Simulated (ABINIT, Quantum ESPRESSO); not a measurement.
An ABINIT input for a self-consistent single point of InF3 (R-3c, 8 atoms in the cell) (DFT, LDA (PW92), plane waves, PAW (JTH v2.0 LDA PAW)):

```
# InF3, JTH v2.0 LDA PAW
pp_dirpath "./"
pseudos "In.LDA_PW-JTH.xml, F.LDA_PW-JTH.xml"
acell 10.8740234299 10.8740234299 10.8740234299
rprim
         0.4522090277    0.2610830039    0.8528438663
        -0.4522090277    0.2610830039    0.8528438663
        -0.0000000000   -0.5221660077    0.8528438663
natom 8
ntypat 2
znucl 49 9
typat 1 1 2 2 2 2 2 2
xred
         0.5000000000    0.5000000000    0.5000000000
         0.0000000000    0.0000000000    0.0000000000
         0.3957100000    0.7500000000    0.1042900000
         0.6042900000    0.2500000000    0.8957100000
         0.1042900000    0.3957100000    0.7500000000
         0.8957100000    0.6042900000    0.2500000000
         0.7500000000    0.1042900000    0.3957100000
         0.2500000000    0.8957100000    0.6042900000
ecut 653 eV
pawecutdg 1306 eV
pawxcdev 0
ixc 7
occopt 3
tsmear 0.05 eV
nband 43
kptopt 1
ngkpt 5 5 5
nshiftk 1
shiftk 0 0 0
nstep 80
tolvrs 1.0e-12
prtwf 0
prtden 0
enunit 1
```

**Question.** Give the Quantum ESPRESSO input for the same structure, mesh, smearing and functional.

**Answer.** This is the input that was run; spellings and numerical settings could be chosen otherwise.

```fortran
&CONTROL
   calculation = 'scf'
   prefix = 'InF3'
   outdir = './tmp'
   pseudo_dir = './'
   verbosity = 'high'
   tprnfor = .true.
   tstress = .true.
/
&SYSTEM
   ibrav = 5
   celldm(1) = 10.8740234299
   celldm(4) = 0.591013990539
   nat = 8
   ntyp = 2
   ecutwfc = 40
   ecutrho = 200
   occupations = 'smearing'
   smearing = 'fd'
   degauss = 0.0036749
/
&ELECTRONS
   conv_thr = 1.0e-11
   mixing_beta = 0.7
/
ATOMIC_SPECIES
In   114.8180  in_lda_v1.4.uspp.F.UPF
F     18.9984  f_lda_v1.4.uspp.F.UPF
ATOMIC_POSITIONS {crystal}
In    0.5000000000    0.5000000000    0.5000000000
In    0.0000000000    0.0000000000    0.0000000000
F     0.3957100000    0.7500000000    0.1042900000
F     0.6042900000    0.2500000000    0.8957100000
F     0.1042900000    0.3957100000    0.7500000000
F     0.8957100000    0.6042900000    0.2500000000
F     0.7500000000    0.1042900000    0.3957100000
F     0.2500000000    0.8957100000    0.6042900000
K_POINTS {automatic}
5 5 5  0 0 0
```

Basis, cutoffs, solver keys and any potentials are the target program's own. This input uses DFT, LDA (PZ), plane waves, GBRV 1.5 ultrasoft (LDA) pseudopotentials. LDA parametrisations can differ slightly between programs.

The starting cell comes from a database of computed structures (which also holds hypothetical and non-ambient phases and stackings), without a prior relaxation at this level.
